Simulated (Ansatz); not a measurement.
Results of r²SCAN in Ansatz (PAW) for SiO₂ (Imma, No. 74, 12 atoms in the cell; start mp-600000; a measured phase of this formula has another space group).

Numerical settings: plane-wave cutoff 560 eV, 8×8×8 k mesh, Fermi–Dirac smearing 0.01 eV, scalar-relativistic PAW data made under PBE.

Cell (relaxed at this level):

```
CELL_PARAMETERS angstrom
     -2.62353     4.75382     4.45087
      2.62353    -4.75382     4.45087
      2.62353     4.75382    -4.45087
ATOMIC_POSITIONS crystal
  Si 0.92776 0.84423 0.08353
  Si 0.07224 0.15577 0.91647
  Si 0.26070 0.84423 0.41647
  Si 0.73930 0.15577 0.58353
  O  0.12813 0.87813 0.25000
  O  0.87187 0.12187 0.75000
  O  0.79068 0.50000 0.79068
  O  0.20932 0.50000 0.20932
  O  0.20932 0.00000 0.70932
  O  0.79068 0.00000 0.29068
  O  0.00000 0.00000 0.00000
  O  0.50000 0.00000 0.50000
```

**Question.** What does this level give for the band gap?

**Answer.** 
* **band gap**: 6.17 eV (on the SCF k mesh)

Note: the relaxation could not lower the start's symmetry, so the cell can be a saddle point above a distorted one.

It cost about 11 core-minutes (a rough figure) of CPU time.

A start named mp-… is a Materials Project structure, which need not be a measured phase.

Ansatz is an electronic-structure program.
